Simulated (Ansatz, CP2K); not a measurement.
# One structure in several programs: La3TlC (P1, 5 atoms in the cell)

Self-consistent single point, at a second geometry (atoms moved at random). First geometry:

```yaml
crystal:
  lattice:
    - [5.32515, 0.00000, 0.00000]
    - [0.00000, 5.32515, 0.00000]
    - [0.00000, 0.00000, 5.32515]
  atoms:
    - { symbol: La, position: [0.50000, 0.00000, 0.50000] }
    - { symbol: La, position: [0.00000, 0.50000, 0.50000] }
    - { symbol: La, position: [0.50000, 0.50000, 0.00000] }
    - { symbol: Tl, position: [0.00000, 0.00000, 0.00000] }
    - { symbol: C, position: [0.50000, 0.50000, 0.50000] }
```

Second geometry:
```xyz
5
Lattice="5.3251 0.0000 0.0000 0.0000 5.3251 0.0000 0.0000 0.0000 5.3251" Properties=species:S:1:pos:R:3 pbc="T T T"
La     2.6563     0.0056     2.6397
La     0.0119     2.6331     2.6076
La     2.6301     2.6828     0.0318
Tl     0.0203     0.0284     0.0813
C      2.6691     2.6377     2.6274
```

Shared settings, as Ansatz (a first-principles code) writes them: kpoints.mp_grid.grid = 5 5 5; scf.occupations.method = gaussian; scf.occupations.width = 0.272 eV. Potentials and cutoffs stand in the table.

```
code                                                                                   model  ΔF from the first geometry (meV/atom)  pressure (GPa)  largest force (eV/Å)       cutoff
------  ------------------------------------------------------------------------------------  -------------------------------------  --------------  --------------------  -----------
Ansatz                                                   LDA (PW92), PAW files made with PBE                                    2.7           -6.21                 0.220      default
CP2K    LDA (Pade form), GPW, DZVP-MOLOPT-SR-GTH basis, GTH-PADE potentials (GTH_POTENTIALS)                                    3.3           -5.33                 0.263  grid 500 Ry
```

Size of the force on each atom (eV/Å): Sizes of forces hide their directions.

| code | La1 | La2 | La3 | Tl4 | C5 |
|---|---|---|---|---|---|
| Ansatz | 0.174 | 0.220 | 0.199 | 0.068 | 0.103 |
| CP2K | 0.194 | 0.261 | 0.263 | 0.073 | 0.086 |

On Ansatz's run: spin-orbit coupling is off.

The spread over the programs that give each value: ΔF from the first geometry within 0.6 meV/atom; pressure within 0.88 GPa; largest force within 0.043 eV/Å.

CP2K uses small atom-centred bases, whose incompleteness enters pressures, forces and empty levels differently from a plane-wave cutoff. Ansatz's pressure is given at a fixed set of plane waves, as the other plane-wave codes print theirs; with its correction for the finite basis it is -6.18 GPa.

The starting cell comes from a database of computed structures (which also holds hypothetical and non-ambient phases and stackings), without a prior relaxation at this level. Its lattice was rescaled by a random factor within 2.5 % of one. For this run, on top of that: atoms moved at random.

Keys are those of Ansatz 0.2.
